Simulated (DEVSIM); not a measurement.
Device: Schottky contact on p-type GaP, at 450 K.

Layer 1 from the left is GaP, thickness (μm) 0.350, Na (cm⁻³) 2.4e17, τn (s) 2.5e-6, τp (s) 2.5e-6.

Left contact: Schottky, work function 4.38 eV, emission velocity 1.9e6 cm/s. Right contact: ohmic. Voltage is applied to the left contact. Recombination: SRH at mid-gap, Auger. Mobility is μmin + (μ − μmin)/(1 + (N/Nref)^α).

The device is made up for the run: typed textbook-type constants, with dimensions and the other settings drawn at random. Values at 300 K; Nc and Nv go as T^1.5, mobilities as T to minus their exponent, the gap by Varshni's rule with the affinity fixed.

GaP: gap (eV) 2.26, affinity (eV) 3.8, permittivity 11.1, Nc (cm⁻³) 1.8e19, Nv (cm⁻³) 1.9e19, μn (cm²/Vs) 250, μp (cm²/Vs) 150, μn,min 10, μp,min 10, Nref,n 4.4e18, Nref,p 1e18, αn 0.8, αp 0.85, T exponent of μn 1.6, T exponent of μp 1.98, Cn (cm⁶/s) 1e-30, Cp (cm⁶/s) 1e-30, Varshni α (eV/K) 0.00058, Varshni β (K) 372.

Estimate by hand the built-in potential, the peak field at zero bias, the capacitance at 1.5 V, and compare with a numerical solution.


- Built-in potential: barrier φB = 1.615 eV; Vbi = φB − kT/q ln(N_band/N) = 1.422 V; numerical 1.422 V.
- Peak field at zero bias: depletion approximation: W = √(2εVbi/(qN)) = 0.0852 μm with N = 2.40e17 cm⁻³; field = 2Vbi/W = 334000 V/cm; numerical 327000 V/cm (estimate above by 2.0 %).
- Capacitance at 1.5 V: C = √(qεN / 2(Vbi + |V|)) = 80.4 nF/cm²; numerical 81.0 nF/cm² (estimate below by 0.68 %).

Model (solved in DEVSIM): 1D drift-diffusion, Boltzmann statistics, complete ionisation; no tunnelling, impact ionisation, image-force lowering or self-heating. Metal contacts follow the ideal Schottky-Mott rule: no Fermi-level pinning, no interface dipoles.
